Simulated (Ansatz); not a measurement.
P (model structure, started from the lonsdaleite type, P6₃/mmc, No. 194, 4 atoms in the cell) was calculated with r²SCAN (plane waves, PAW; Ansatz, a program for electronic structure).

Run with plane-wave cutoff 560 eV, 18×18×10 k mesh (along the axes of the cell as run), Fermi–Dirac smearing 0.05 eV, scalar-relativistic PAW data made under PBE.

Cell (relaxed at this level):

Space group P6₃/mmc (No. 194); a = b = 3.2718 Å, c = 11.4657 Å, α = β = 90.00°, γ = 120.00°

```
atom  site  symmetry       x       y       z
----  ----  --------  ------  ------  ------
P       4f       3m.  0.3333  0.6667  0.0534
```

Q: What does this level give for the band gap and direct gap at Γ?

A: 
* **band gap**: 1.63 eV (on the SCF k mesh)
* **direct gap at Γ**: 3.93 eV

Note: the relaxation could raise the start's symmetry but not lower it, so the cell can be a saddle point.

Computed values are for the static lattice.

Computing time: about 21 core-minutes (a rough figure).

A model structure was made by putting elements into a prototype or built by hand; it is no filed structure, need not be a known phase, and can be a saddle point held by its symmetry.
